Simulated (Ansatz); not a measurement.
End structure of a constructed model of the (111) surface of fcc Au, a layer of Sc in place of the second plane (bottom of the slab: a bare face, its two planes held):

```xyz
6
Lattice="2.9396 0.0000 0.0000 -1.4698 2.5458 0.0000 0.0000 0.0000 28.5000" Properties=species:S:1:pos:R:3 pbc="T T T"
Au     0.0000     1.6972     8.0456
Au     1.4698     0.8486    10.4457
Au     0.0000     0.0000    12.8527
Au     0.0000     1.6972    15.3375
Sc     1.4698     0.8486    17.6929
Au     0.0000     0.0000    20.0198
```

Model: 6-atom slab, 12.4 Å thick at the start, 15x15x1 mesh, Fermi-Dirac 0.1 eV, dipole correction, 2 atoms held, the rest relaxed; held to the start's symmetry, so lower structures may exist; no spin, no spin-orbit, no U. It is one candidate, not shown to be the stable structure of the face.

Problem. What is the computed work function of the top face (PBE in Ansatz, a first-principles code)?

Solution. 4.30 eV
